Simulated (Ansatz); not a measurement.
Band structure of LiCa6Ge (Fm-3m, 8 atoms in the cell).

```
LiCa6Ge
1.0
    0.00000     5.09675     5.09675
    5.09675     0.00000     5.09675
    5.09675     5.09675     0.00000
Li Ca Ge
1 6 1
Cartesian
  5.09675   5.09675   5.09675
  0.00000   2.54838   2.54838
  2.54838   5.09675   2.54838
  5.09675   2.54838   2.54838
  2.54838   0.00000   2.54838
  2.54838   2.54838   5.09675
  2.54838   2.54838   0.00000
  0.00000   0.00000   0.00000
```

Level of theory: PBEsol, PAW files made with PBE (plane waves; Ansatz, an electronic-structure program).

Settings: basis.ecutwfc = 420 eV; kpoints.mp_grid.grid = 4 4 4; hamiltonian.xc = pbesol; hamiltonian.pseudopotentials = {kind: paw} (the program's default PAW files); scf.occupations.method = gaussian; scf.occupations.width = 0.2 eV; kpoints.band_path.npoints = 8.

The starting cell comes from a database of computed structures (which also holds hypothetical and non-ambient phases and stackings), without a prior relaxation at this level.

Levels in eV from the Fermi level, bands 36 to 43:
```json
[
 {"point": "Γ", "36": "-0.73", "37": "-0.55", "38": "-0.55", "39": "-0.55", "40": "0.19", "41": "0.22", "42": "0.22", "43": "0.93"},
 {"point": "X", "36": "-1.18", "37": "-0.53", "38": "0.12", "39": "0.12", "40": "0.38", "41": "1.11", "42": "1.18", "43": "1.32"},
 {"point": "W", "36": "-0.83", "37": "-0.62", "38": "-0.62", "39": "0.29", "40": "0.29", "41": "1.16", "42": "1.20", "43": "1.21"},
 {"point": "K", "36": "-0.74", "37": "-0.52", "38": "-0.24", "39": "-0.03", "40": "0.38", "41": "1.09", "42": "1.13", "43": "1.14"},
 {"point": "L", "36": "-0.71", "37": "-0.48", "38": "-0.48", "39": "-0.41", "40": "0.25", "41": "0.83", "42": "0.83", "43": "0.99"},
 {"point": "U", "36": "-0.74", "37": "-0.52", "38": "-0.24", "39": "-0.03", "40": "0.38", "41": "1.09", "42": "1.13", "43": "1.14"}
]
```

Bands cross the Fermi level along this path, so the cell is metallic at this level.

Keys are those of Ansatz 0.2.
